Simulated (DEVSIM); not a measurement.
# abrupt GaAs n-p junction

System: abrupt GaAs n-p junction, at 300 K.

| layer (left to right) | material | thickness (μm) | Nd (cm⁻³) | Na (cm⁻³) | τn (s) | τp (s) |
|---|---|---|---|---|---|---|
| 1 | GaAs | 37.0 | 5.3e16 | - | 5.2e-10 | 5.2e-10 |
| 2 | GaAs | 17.0 | - | 2.1e14 | 5.2e-10 | 5.2e-10 |

Left contact: ohmic. Right contact: ohmic. Voltage is applied to the left contact. Recombination: SRH at mid-gap, radiative, Auger. Mobility is constant in doping.

The device is made up for the run: typed textbook-type constants, with dimensions and the other settings drawn at random. Values at 300 K.

| parameter | GaAs |
|---|---|
| gap (eV) | 1.424 |
| affinity (eV) | 4.07 |
| permittivity | 12.9 |
| Nc (cm⁻³) | 4.7e17 |
| Nv (cm⁻³) | 9e18 |
| μn (cm²/Vs) | 8500 |
| μp (cm²/Vs) | 400 |
| B (cm³/s) | 2e-10 |
| Cn (cm⁶/s) | 1e-30 |
| Cp (cm⁶/s) | 1e-30 |

Model (solved in DEVSIM): 1D drift-diffusion, Boltzmann statistics, complete ionisation; no tunnelling, impact ionisation, image-force lowering or self-heating.

| Item | Result |
|---|---|
| Potential step across the device at zero bias | 1.092 V |
| Largest field in the device at zero bias | 13000 V/cm |
| Dark forward voltage at 1 A/cm² | 0.950 V |

Dark reverse current:

| V (V) | J (A/cm²) |
|---|---|
| 0.10 | 8.6e-9 |
| 0.25 | 1.7e-8 |
| 0.50 | 2.9e-8 |
| 0.75 | 4.0e-8 |
| 1.00 | 4.9e-8 |
| 1.50 | 6.6e-8 |
| 2.00 | 8.1e-8 |
| 2.50 | 9.4e-8 |
| 3.25 | 1.1e-7 |
| 4.00 | 1.3e-7 |
| 5.00 | 1.5e-7 |

Small-signal capacitance in reverse bias (quasi-static):

```tsv
V (V)	C (nF/cm²)
0.1	4.17
0.25	3.91
0.5	3.57
0.75	3.30
1	3.08
1.5	2.76
2	2.52
2.5	2.33
3.25	2.12
4	1.95
5	1.78
```
